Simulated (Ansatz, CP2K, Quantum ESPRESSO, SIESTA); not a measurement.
# MoN2 (P1, 6 atoms in the cell) computed with different codes at matched settings

Self-consistent single point, at a second geometry (atoms moved at random). First geometry:

```
CELL_PARAMETERS angstrom
      5.36041    -1.86751     0.00000
      5.36041     1.86751     0.00000
     -1.58449     0.00000     3.87010
ATOMIC_POSITIONS crystal
  Mo 0.38315 0.38315 0.69216
  Mo 0.61685 0.61685 0.30784
  N  0.16660 0.16660 0.44347
  N  0.83340 0.83340 0.55653
  N  0.41500 0.41500 0.15509
  N  0.58500 0.58500 0.84491
```

Second geometry:
```
MoN2
1.0
    5.36041    -1.86751     0.00000
    5.36041     1.86751     0.00000
   -1.58449     0.00000     3.87010
Mo N
2 4
Direct
  0.40749   0.35324   0.67289
  0.61112   0.62776   0.31627
  0.15323   0.17384   0.44488
  0.84596   0.83565   0.56870
  0.41459   0.41497   0.16561
  0.56762   0.59454   0.83165
```

Shared settings, as Ansatz (an electronic-structure program) writes them: kpoints.mp_grid.grid = 6 6 6; scf.occupations.method = fermi_dirac; scf.occupations.width = 0.1 eV. Potentials and cutoffs stand in the table.

```json
[
 {"code": "SIESTA", "model": "GGA PBEsol, numerical atomic orbitals DZP, PseudoDojo PBEsol standard norm-conserving potentials (rewritten from UPF to PSML)", "ΔF from the first geometry (meV/atom)": "36.6", "pressure (GPa)": "-7.62", "largest force (eV/Å)": "2.458", "cutoff": "grid 400 Ry"},
 {"code": "CP2K", "model": "PBEsol, GPW, DZVP-MOLOPT-SR-GTH basis, GTH-PBE potentials (GTH_POTENTIALS)", "ΔF from the first geometry (meV/atom)": "42.4", "pressure (GPa)": "-10.50", "largest force (eV/Å)": "2.472", "cutoff": "grid 500 Ry"},
 {"code": "Ansatz", "model": "PBEsol, PAW files made with PBE", "ΔF from the first geometry (meV/atom)": "44.6", "pressure (GPa)": "-12.56", "largest force (eV/Å)": "2.464", "cutoff": "default"},
 {"code": "Quantum ESPRESSO", "model": "PBEsol, GBRV 1.5 ultrasoft (PBESOL) pseudopotentials", "ΔF from the first geometry (meV/atom)": "44.3", "pressure (GPa)": "-12.56", "largest force (eV/Å)": "2.456", "cutoff": "40 Ry"}
]
```

Size of the force on each atom (eV/Å): Sizes of forces hide their directions.

```tsv
code	Mo1	Mo2	N3	N4	N5	N6
SIESTA	1.604	2.458	0.709	0.719	1.220	1.454
CP2K	1.694	2.472	0.840	0.868	1.491	1.588
Ansatz	1.699	2.464	0.840	0.911	1.640	1.722
Quantum ESPRESSO	1.690	2.456	0.847	0.905	1.652	1.724
```

On Ansatz's run: spin polarisation is off.

The spread over the programs that give each value: ΔF from the first geometry within 8.0 meV/atom; pressure within 4.94 GPa; largest force within 0.016 eV/Å.

SIESTA and CP2K use small atom-centred bases, whose incompleteness enters pressures, forces and empty levels differently from a plane-wave cutoff. Ansatz's pressure is given at a fixed set of plane waves, as the other plane-wave codes print theirs; with its correction for the finite basis it is -12.28 GPa (the shift of 0.28 GPa shows how far the cutoff is from converged). In the pressure, SIESTA (by 4.93) and CP2K (by 2.06) lie more than 1 GPa from the median of the plane-wave programs. In the force vectors, SIESTA (by 0.491) and CP2K (by 0.180) lie more than 0.08 eV/Å from the median of the plane-wave programs.

The starting cell comes from a database of computed structures (which also holds hypothetical and non-ambient phases and stackings), without a prior relaxation at this level. Its lattice was rescaled by a random factor within 2.5 % of one. For this run, on top of that: atoms moved at random.

Keys are those of Ansatz 0.2.
